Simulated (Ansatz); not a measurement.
Band structure of HgPPd5 (P4/mmm, 7 atoms in the cell).

```
HgPPd5
1.0
    4.01802     0.00000     0.00000
    0.00000     4.01802     0.00000
    0.00000     0.00000     7.18054
Hg P Pd
1 1 5
Direct
  0.50000   0.50000   0.00000
  0.00000   0.00000   0.50000
  0.00000   0.50000   0.30289
  0.00000   0.50000   0.69711
  0.50000   0.00000   0.30289
  0.50000   0.00000   0.69711
  0.00000   0.00000   0.00000
```

Method: PBEsol, PAW files made with PBE (plane waves; Ansatz, a quantum-chemistry and plane-wave program).

Settings: basis.ecutwfc = 420 eV; kpoints.mp_grid.grid = 5 5 3; hamiltonian.xc = pbesol; hamiltonian.pseudopotentials = {kind: paw} (the program's default PAW files); scf.occupations.method = gaussian; scf.occupations.width = 0.1 eV; kpoints.band_path.npoints = 8.

The starting cell comes from a database of computed structures (which also holds hypothetical and non-ambient phases and stackings), without a prior relaxation at this level. Its lattice was rescaled by a random factor within 2.5 % of one. Spin-orbit coupling is off. Spin polarisation is off; with an odd number of electrons in the cell that forces a metal, and a magnetic state may lie lower.

Levels in eV from the Fermi level, bands 54 to 61:
```tsv
point	54	55	56	57	58	59	60	61
Γ	-0.90	-0.81	-0.14	-0.11	0.33	0.33	2.74	3.18
X	-1.42	-1.38	-0.74	-0.28	0.16	0.30	1.34	2.33
M	-0.69	-0.57	-0.57	-0.34	-0.34	0.33	1.05	1.05
Z	-0.92	-0.32	-0.14	-0.11	1.40	1.77	1.77	3.52
R	-1.34	-1.32	-1.16	-1.06	-0.56	2.58	2.71	2.75
A	-0.93	-0.84	-0.34	-0.22	0.55	0.55	1.03	1.10
```

Bands cross the Fermi level along this path, so the cell is metallic at this level.

Keys are those of Ansatz 0.2.
